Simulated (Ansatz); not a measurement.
**GaN: response to strain**

The reference is GaN in the wurtzite structure (space group P6_3mc, No. 186; a = 3.1518 Å, c = 5.1383 Å).

Strains are applied to the cell and any free atomic positions relax.

All numbers come from DFT with LDA, PAW potentials and a 420 eV plane-wave cutoff in Ansatz (an electronic-structure program), no SOC.

| isotropic strain (%) | band gap (eV) |
|---|---|
| 0 | 2.13 |
| 0.6 | 2.01 |
| 1.2 | 1.89 |
| 2.4 | ? |
| 3 | 1.53 |

Problem. Fit E_g = E₀ + Dε (ε in %) to the rows shown and predict the withheld row.

Solution. Least squares on the printed values gives E₀ = 2.13 eV, D = -200 meV per % of strain (largest residual 0.00 eV); this predicts 1.65 eV, and the run gives 1.65 eV, in agreement.

Gaps are Kohn–Sham eigenvalue differences; semilocal functionals usually give less than the measured gap. Stability against distortions was not tested.
